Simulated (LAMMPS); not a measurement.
Molecular dynamics of Ge (diamond structure), 216 atoms, at 730 K and 0 GPa, heated as the crystal.

Method: MD with a machine-learned potential, pair style snap, file Ge_Zuo_JPCA2020.quadratic.snap, run in LAMMPS.

```tsv
r (Å)	g(r)
2.180	0.000
2.220	0.006
2.260	0.030
2.300	0.082
2.340	0.364
2.380	1.34
2.420	2.24
2.460	3.73
2.500	4.86
2.540	5.23
2.580	4.31
2.620	3.35
2.660	2.21
2.700	1.38
2.740	0.829
2.780	0.455
2.820	0.243
2.860	0.145
2.900	0.063
2.940	0.036
2.980	0.021
3.020	0.003
3.060	0.010
3.100	0.006
3.140	0.000
3.180	0.000
3.220	0.000
3.260	0.000
3.300	0.000
3.340	0.000
3.380	0.005
3.420	0.005
3.460	0.003
3.500	0.008
3.540	0.012
3.580	0.034
3.620	0.052
3.660	0.095
3.700	0.139
3.740	0.320
3.780	0.420
3.820	0.618
3.860	0.868
3.900	1.28
3.940	1.70
3.980	1.99
4.020	2.23
4.060	2.70
4.100	2.97
4.140	3.10
4.180	3.06
4.220	2.85
4.260	2.61
4.300	2.14
4.340	1.73
4.380	1.51
4.420	1.13
4.460	0.937
4.500	0.874
4.540	0.878
4.580	0.964
4.620	1.05
4.660	1.29
4.700	1.56
4.740	1.75
4.780	1.85
4.820	2.01
4.860	2.13
4.900	1.97
4.940	1.86
4.980	1.70
5.020	1.43
5.060	1.21
5.100	0.958
5.140	0.812
5.180	0.546
5.220	0.449
5.260	0.328
5.300	0.229
5.340	0.146
5.380	0.146
5.420	0.125
5.460	0.133
5.500	0.166
5.540	0.174
5.580	0.268
5.620	0.335
5.660	0.397
5.700	0.517
5.740	0.554
5.780	0.642
5.820	0.653
5.860	0.691
5.900	0.684
5.940	0.736
5.980	0.705
6.020	0.731
6.060	0.745
6.100	0.767
6.140	0.819
6.180	0.860
```

The data show:
- state found: crystal; no diffusion seen in 15 ps
- first peak of g(r): 2.53 Å, height 5.2
- coordination number: 4.00 (counted to 3.26 Å)

Caution: with SNAP Ge_Zuo_JPCA2020.quadratic.snap the 0 K volume of this crystal is 7 % off the measured one.
